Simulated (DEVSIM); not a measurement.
System: illuminated Si n-on-p cell, one wavelength, at 300 K.

```
layer (left to right)  material  thickness (μm)  Nd (cm⁻³)  Na (cm⁻³)  τn (s)  τp (s)  absorption coefficient (cm⁻¹)
---------------------  --------  --------------  ---------  ---------  ------  ------  -----------------------------
1                            Si           0.490     6.9e17          -  1.7e-7  1.2e-6                          23000
2                            Si            31.0          -     6.1e16  9.2e-5  9.2e-6                          23000
```

Left contact: ohmic, minority hole recombination velocity 4000 cm/s. Right contact: ohmic, minority electron recombination velocity 5e5 cm/s. Voltage is applied to the left contact. Recombination: SRH at mid-gap, radiative, Auger. Gap narrowing is on: ΔEg = 6.92 meV × (l + √(l² + 0.5)), l = ln(N/1.3e17 cm⁻³), shared equally by both band edges. Light enters at the left, 1.2e18 photons cm⁻² s⁻¹, one pass, no reflection. Mobility is μmin + (μ − μmin)/(1 + (N/Nref)^α).

This is a model device: material constants are rounded textbook-type values typed into the input, and sizes, dopings and lifetimes were drawn at random. Values at 300 K.

```tsv
parameter	Si
gap (eV)	1.124
affinity (eV)	4.05
permittivity	11.7
Nc (cm⁻³)	2.86e19
Nv (cm⁻³)	3.1e19
μn (cm²/Vs)	1417
μp (cm²/Vs)	470
μn,min	52
μp,min	45
Nref,n	9.7e16
Nref,p	2.2e17
αn	0.68
αp	0.72
B (cm³/s)	4.7e-15
Cn (cm⁶/s)	2.8e-31
Cp (cm⁶/s)	9.9e-32
```

DEVSIM, 1D drift-diffusion, Boltzmann statistics, complete ionisation; no tunnelling, impact ionisation, image-force lowering or self-heating.

**Question.** Tabulate band edges, carrier densities and field at zero bias, in the dark.

**Answer.** Energies count from the Fermi level of the right contact; mesh points crowd at the junctions.

```csv
x (μm),Ec (eV),Ev (eV),n (cm⁻³),p (cm⁻³),field (V/cm)
0.000,0.096,-1.004,6.9e17,430,≈ 0
0.02698,0.096,-1.004,6.9e17,430,≈ 0
0.08524,0.096,-1.004,6.9e17,430,≈ 0
0.1983,0.096,-1.004,6.9e17,430,≈ 0
0.3864,0.096,-1.004,6.9e17,430,≈ 0
0.4519,0.096,-1.004,6.9e17,430,150
0.4856,0.145,-0.955,1.0e17,2800,76000
0.5225,0.533,-0.590,3.2e10,3.9e9,87000
0.5887,0.903,-0.219,19000,6.6e15,26000
0.7322,0.961,-0.161,2100,6.1e16,≈ 0
1.067,0.961,-0.161,2100,6.1e16,≈ 0
2.202,0.961,-0.161,2100,6.1e16,≈ 0
4.231,0.961,-0.161,2100,6.1e16,≈ 0
8.634,0.961,-0.161,2100,6.1e16,≈ 0
21.19,0.961,-0.161,2100,6.1e16,≈ 0
26.94,0.961,-0.161,2100,6.1e16,≈ 0
29.41,0.961,-0.161,2100,6.1e16,≈ 0
30.58,0.961,-0.161,2100,6.1e16,≈ 0
31.18,0.961,-0.161,2100,6.1e16,≈ 0
31.36,0.961,-0.161,2100,6.1e16,≈ 0
31.45,0.961,-0.161,2100,6.1e16,≈ 0
31.49,0.961,-0.161,2100,6.1e16,≈ 0
```
